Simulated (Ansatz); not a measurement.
Take AlN in the zinc blende structure (space group F-43m, No. 216; a = 4.3698 Å) as the base.

Method: Ansatz (a program for electronic structure) r2SCAN, scalar-relativistic without spin-orbit coupling.

One change was made to it. Results:

The volume per atom falls by 0.10 Å³ (10.43 Å³ → 10.33 Å³); the width of the top valence band rises by 0.02 eV to 2.70 eV; the smallest direct gap rises by 0.09 eV to 4.93 eV.

Question: Which change produced these results?
A) pressure 22.5 GPa
B) pressure 0.9 GPa
C) pressure 9 GPa
D) pressure 2.1 GPa

Answer: D, pressure 2.1 GPa. For comparison, the smallest direct gap in the other runs: pressure 0.9 GPa gives 4.88 eV; pressure 22.5 GPa gives 5.70 eV; pressure 9 GPa gives 5.22 eV.

Load acts through the strain it causes; cell and atoms are relaxed under it. Stability against distortions was not tested. Tetrahedral semiconductors of this kind turn to denser phases somewhere between about 1 and 50 GPa; those were not computed, so compressed cells here can lie past the real transition. This is not the structure that AlN has at room temperature and ambient pressure.
